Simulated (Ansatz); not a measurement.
```
CELL_PARAMETERS angstrom
     14.00000     0.00000     0.00000
      0.00000    14.00000     0.00000
      0.00000     0.00000     2.59127
ATOMIC_POSITIONS crystal
  C  0.60032 0.49893 0.00000
  C  0.50107 0.60032 0.50000
  C  0.39968 0.50107 0.00000
  C  0.49893 0.39968 0.50000
  C  0.58635 0.55107 0.50000
  C  0.44893 0.58635 0.00000
  C  0.41365 0.44893 0.50000
  C  0.55107 0.41365 0.00000
```

Method: PBE (plane waves to 420 eV, PAW; Ansatz, an electronic-structure program). Mesh 1×1×122. No spin polarisation. It repeats along c; a and b span vacuum. A hypothetical model. It keeps the symmetry and period of its start, so it need not be a minimum against all distortions.

Question: Tabulate the two highest filled and two lowest empty levels along the axis, from the valence top.

Answer: 
| k (2π/c) | v2 (eV) | v1 (eV) | c1 (eV) | c2 (eV) |
|---|---|---|---|---|
| 0.000 | -2.50 | -0.28 | 0.86 | 1.92 |
| 0.042 | -2.63 | -0.23 | 0.88 | 1.94 |
| 0.083 | -2.97 | -0.10 | 0.94 | 1.98 |
| 0.125 | -3.48 | -0.01 | 1.05 | 2.06 |
| 0.167 | -3.37 | -0.02 | 1.19 | 2.16 |
| 0.208 | -3.19 | -0.18 | 1.36 | 2.27 |
| 0.250 | -2.98 | -0.48 | 1.56 | 2.14 |
| 0.292 | -2.75 | -0.90 | 1.70 | 1.70 |
| 0.333 | -2.50 | -1.42 | 1.25 | 1.25 |
| 0.375 | -2.25 | -2.01 | 0.81 | 0.81 |
| 0.417 | -2.02 | -2.02 | 0.44 | 0.44 |
| 0.458 | -1.84 | -1.84 | 0.17 | 0.17 |
| 0.500 | -1.77 | -1.77 | 0.07 | 0.07 |
